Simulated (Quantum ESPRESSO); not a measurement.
Input and output of a self-consistent single point for NiPt (R3m, 2 atoms in the cell) (Quantum ESPRESSO).

Level of theory: LDA (PZ), PSlibrary PAW (LDA, semicore) pseudopotentials (plane waves; Quantum ESPRESSO).

```
CELL_PARAMETERS angstrom
      1.34683     0.77759     4.20850
     -1.34683     0.77759     4.20850
      0.00000    -1.55519     4.20850
ATOMIC_POSITIONS crystal
  Ni 0.00396 0.00396 0.00396
  Pt 0.50000 0.50000 0.50000
```
Moments meant for the start (each program seeds them in its own way; μB, in the order of the atoms Ni Pt): 2.0 0.0.

Reference input (self-consistent single point, DFT, LDA (PZ), plane waves, PSlibrary ultrasoft (LDA) pseudopotentials): ecutwfc = 50 Ry; ecutrho = 500 Ry; occupations = smearing; smearing = fd; degauss = 0.0073499 Ry; nspin = 2; potentials = {Ni: Ni.pz-n-rrkjus_psl.1.0.0.UPF, Pt: Pt.pz-n-rrkjus_psl.1.0.0.UPF}; K_POINTS = automatic 5 5 5 0 0 0; conv_thr = 1e-11 Ry; mixing_beta = 0.4. This run's input differs from it in these lines:

```diff
@@ -12,4 +12,4 @@
  ntyp = 2
- ecutwfc = 50
- ecutrho = 500
+ ecutwfc = 38
+ ecutrho = 228
  occupations = 'smearing'
@@ -18,3 +18,3 @@
  nspin = 2
- starting_magnetization(1) = 0.200
+ starting_magnetization(1) = 0.111
 /
@@ -25,4 +25,4 @@
 ATOMIC_SPECIES
-Ni    58.6934  Ni.pz-n-rrkjus_psl.1.0.0.UPF
-Pt   195.0840  Pt.pz-n-rrkjus_psl.1.0.0.UPF
+Ni    58.6934  Ni.pz-spn-kjpaw_psl.1.0.0.UPF
+Pt   195.0840  Pt.pz-spfn-kjpaw_psl.1.0.0.UPF
 ATOMIC_POSITIONS {crystal}
```

Log, with long lists cut:

```
     Self-consistent Calculation

     iteration #  1     ecut=    38.00 Ry     beta= 0.40

     negative rho (up, down):  7.798E-01 5.405E-01

     total energy              =   -2075.07400328 Ry
     estimated scf accuracy    <     148.13040099 Ry

     total magnetization       =     0.68 Bohr mag/cell
     absolute magnetization    =    18.25 Bohr mag/cell

     iteration #  2     ecut=    38.00 Ry     beta= 0.40

     negative rho (up, down):  9.507E-01 3.942E-01

     total energy              =   -2072.03272539 Ry
     estimated scf accuracy    <      11.66021287 Ry

     total magnetization       =     1.68 Bohr mag/cell
   [... lines left out ...]

     negative rho (up, down):  9.481E-01 1.990E-01

     total energy              =   -2076.11398916 Ry
     estimated scf accuracy    <       0.06626670 Ry

     total magnetization       =     1.10 Bohr mag/cell
     absolute magnetization    =     6.43 Bohr mag/cell

     iteration #100     ecut=    38.00 Ry     beta= 0.40

     negative rho (up, down):  9.558E-01 1.930E-01

     total energy              =   -2076.11422694 Ry
     estimated scf accuracy    <       0.07488307 Ry

     total magnetization       =     1.11 Bohr mag/cell
     absolute magnetization    =     6.41 Bohr mag/cell
     End of self-consistent calculation

     convergence NOT achieved after 100 iterations: stopping

   JOB DONE.
```

The run ended unconverged after 100 iterations. 

The starting cell comes from a database of computed structures (which also holds hypothetical and non-ambient phases and stackings), without a prior relaxation at this level. Its lattice was rescaled by up to half a per cent. One atom was moved a little off its site on purpose.

Cost on one core of a shared machine: roughly 4 min.
